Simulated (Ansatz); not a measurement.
Input:

```xyz
2
Lattice="0.0000 2.8380 2.8380 2.8380 0.0000 2.8380 2.8380 2.8380 0.0000" Properties=species:S:1:pos:R:3 pbc="T T T"
Ge     2.8380     2.8380     2.8380
Ge     4.2569     4.2569     4.2569
```

The numbers are results of PBEsol, rigid bands (plane waves, PAW, scalar-relativistic; Ansatz, a program for electronic structure), not measurements. Geometry: cell and atoms relaxed with PBEsol.

Question: Is this a good metal at this level?

Answer: No. No gap shows, but r2SCAN opens one on the same cell, so the missing gap may be the functional's error (that test had no spin-orbit coupling). N(E_F) = 0.0075 states/eV a cell at 300 K and the Drude plasma energy along the best axis is 0.22 eV, several times under that of a simple or noble metal.

Spin-orbit coupling is left out; it can open or close a small gap.
